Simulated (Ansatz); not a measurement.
# Ag, response to strain

Consider Ag in the fcc (Cu type) structure (space group Fm-3m, No. 225; relaxed with 0.1 eV smearing).

```yaml
crystal:
  lattice:
    - [0.00000, 2.07416, 2.07416]
    - [2.07416, 0.00000, 2.07416]
    - [2.07416, 2.07416, 0.00000]
  atoms:
    - { symbol: Ag, position: [0.00000, 0.00000, 0.00000] }
```

Strains are applied to the cell and any free atomic positions relax.

Computed with Ansatz (an electronic-structure program), PBE, PAW, cutoff 420 eV, no spin-orbit coupling.

Notes on the quantities. energy relative to the base: free energy F.

```tsv
change	shortest interatomic distance	pressure	energy relative to the base
base	5.543 bohr	0.0 GPa	0 meV/atom
isotropic strain −2.50 %	5.405 bohr	8.6 GPa	+32 meV/atom
isotropic strain −2.00 %	5.432 bohr	6.6 GPa	+20 meV/atom
isotropic strain −1.50 %	5.460 bohr	4.7 GPa	+11 meV/atom
isotropic strain +0.50 %	5.571 bohr	-1.3 GPa	+1.1 meV/atom
isotropic strain +1.00 %	5.599 bohr	-2.5 GPa	+4.3 meV/atom
isotropic strain +1.50 %	5.626 bohr	-3.6 GPa	+9.5 meV/atom
isotropic strain +2.00 %	5.654 bohr	?	?
isotropic strain +2.50 %	5.682 bohr	-5.4 GPa	+25 meV/atom
isotropic strain +3.00 %	5.709 bohr	-6.2 GPa	+36 meV/atom
```

**Question.** Some entries are withheld; estimate them.

**Answer.** 
- isotropic strain +2.00 %, pressure: -4.5 GPa
- isotropic strain +2.00 %, energy relative to the base: +17 meV/atom

Stability against distortions was not tested.
